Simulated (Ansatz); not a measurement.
The starting structures come from a database of crystals and need not be the phases stable at ambient conditions.

Input:

```xyz
16
Lattice="5.4664 0.0000 0.0000 0.0000 7.6270 0.0000 0.0000 3.8135 5.7751" Properties=species:S:1:pos:R:3 pbc="T T T"
Ba     2.3840     3.8135     2.8876
Ba     3.0824     7.6270     2.8876
Zr     0.0000     1.9068     0.0000
Zr     0.0000     5.7203     0.0000
F      4.1096     5.2803     1.4601
F      1.3568     6.1603     4.3151
F      4.1096     9.9738     4.3151
F      1.3568     1.4668     1.4601
F      1.3568     9.0938     4.3151
F      4.1096     2.3468     1.4601
F      1.3568     6.1603     1.4601
F      4.1096     5.2803     4.3151
F      4.6025     7.6270     5.0207
F      0.8639     3.8135     0.7545
F      4.6025     7.6270     0.7545
F      0.8639     3.8135     5.0207
```

Space group of this cell: Cmme. The cell is taken as given.

Transport runs along the normal of the first two printed cell vectors.

The gap is the functional's own. No spin-orbit coupling. Mid-gap values are interpolated on the energy grid.

**Question.** Give the band gap and the smallest decay constant κ at mid-gap that r2SCAN in Ansatz (a first-principles code) yields.

**Answer.** Gap 7.17 eV on a 6×6×6 mesh; κ = 0.593 1/Å, at the zone centre.
